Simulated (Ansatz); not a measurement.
Worked sum: energy of configuration A over configuration B

We look at the energy of configuration A over configuration B. The value is E(A) − E(B).

A: a slab of Al (fcc, Fm-3m) cut along (111), 22 atoms, hexagonal cell of 4.95 Å (21.2 Å²), symmetry P31m, 16.8 Å thick under 16 Å of vacuum, in-plane vectors held at the crystal's; planes from bottom to top: Al3 × 7 | Na, its two faces unlike (dipole correction applied); added, foreign or displaced atoms, above the top plane: Na bound to 1 Al at 2.89 Å; spin state with PBE: run without spin.

B: a slab of Al (fcc, Fm-3m) cut along (111), 22 atoms, hexagonal cell of 4.95 Å (21.2 Å²), symmetry P31m, 16.7 Å thick under 16 Å of vacuum, in-plane vectors held at the crystal's; planes from bottom to top: Al3 × 7 | Na, its two faces unlike (dipole correction applied); added, foreign or displaced atoms, above the top plane: Na bound to 3 Al at 3.17 Å; spin state with PBE: run without spin.

Method: Ansatz (a first-principles code), PAW, neutral cells at 0 K with nuclei at rest, on structures from PBE. Ansatz runs with its default PAW set. Other levels take these structures. The lattices are those relaxed with PBE, so at other levels the solids can be strained, which adds to the spread. Larger cells are relaxed from a start prepared with the learned potential CHGNet till forces fall under 0.03 eV/Å, which some starts already meet. A dispersion term (D3(BJ), or D4 for r2SCAN) was computed beside these levels and is taken off wherever the name lacks it. Cell A has symmetry P31m and got no random move, so less symmetric positions, which may lie lower, weren't tried. Cell B has symmetry P31m and got no random move, so less symmetric positions, which may lie lower, weren't tried.

Total energies of the cells in eV, at zero smearing width. They compare only within one column; the weights balance every element.

```tsv
cell	atoms	weight	r2SCAN	r2SCAN+D4
A: Al(111) slab with Na	22	+1	-12834.76007	-12836.91279
B: Al(111) slab with Na	22	−1	-12834.81361	-12836.96886
```

r2SCAN: (-12834.76007) − (-12834.81361) = 0.054 eV.

r2SCAN+D4: (-12836.91279) − (-12836.96886) = 0.056 eV.
